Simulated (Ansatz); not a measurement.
The parent structure is PbGeO3 in the cubic perovskite structure (space group Pm-3m, No. 221; a = 3.841 Å; a cell from a computed database, its experimental status unchecked). Axes: x, y, z lie along the cube axes.

Level of theory: DFT with PBEsol, PAW potentials and a 420 eV plane-wave cutoff in Ansatz (a quantum-chemistry and plane-wave program), no spin-orbit coupling.

Strains are applied to the cell and any free atomic positions relax; under stress the whole cell relaxes.

One change was made to it. Results:

```json
[
 {"quantity": "energy relative to the base (free energy F)", "base": "0 meV/atom", "after": "+2.2 meV/atom"},
 {"quantity": "shortest interatomic distance", "base": "192.0 pm", "after": "189.3 pm"}
]
```

Problem. Which of these changes matches the shifts?
(A) uniaxial strain ε_xx = −1.45 %
(B) isotropic strain −1.54 %
(C) uniaxial stress, 5 GPa tension along z
(D) isotropic strain +2.55 %

Solution. A, uniaxial strain ε_xx = −1.45 %. For comparison, the energy relative to the base in the other runs: isotropic strain +2.55 % gives +33 meV/atom; isotropic strain −1.54 % gives +15 meV/atom; uniaxial stress, 5 GPa tension along z gives +4.8 meV/atom.

The mesh was chosen for an insulator and is coarse for the gapless case. Without a gap, meshes like the base's 9×9×9 leave anisotropic stresses uncertain by several tenths of a GPa, and small strain energies with them. Beyond what the load breaks, stability against distortions was not tested. The final runs are not spin-polarised. Many cubic perovskites are stable only at high temperature; tilts and polar distortions were not tested.
